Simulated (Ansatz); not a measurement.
# A constructed model of the (100) surface of fcc Al, a pseudomorphic layer of Pd in the host's stacking (bottom of the slab: a bare face, its two planes held)

Calculation: PBE (plane waves to 420 eV, PAW; Ansatz, a program for electronic structure).

Set-up: 7 atoms, 11.9 Å thick at the start; mesh 13x13x1; 0.1 eV smearing; dipole correction on; 2 atoms held, the rest relaxed; start symmetry kept, larger cells not searched; no spin, no spin-orbit, no U. It is one candidate, not shown to be the stable structure of the face.

```json
{
  "work_function_of_the_top_face": "4.50 eV",
  "energy_released_by_relaxation": "0.21 eV",
  "cost": "around 60 core-seconds (rough)"
}
```
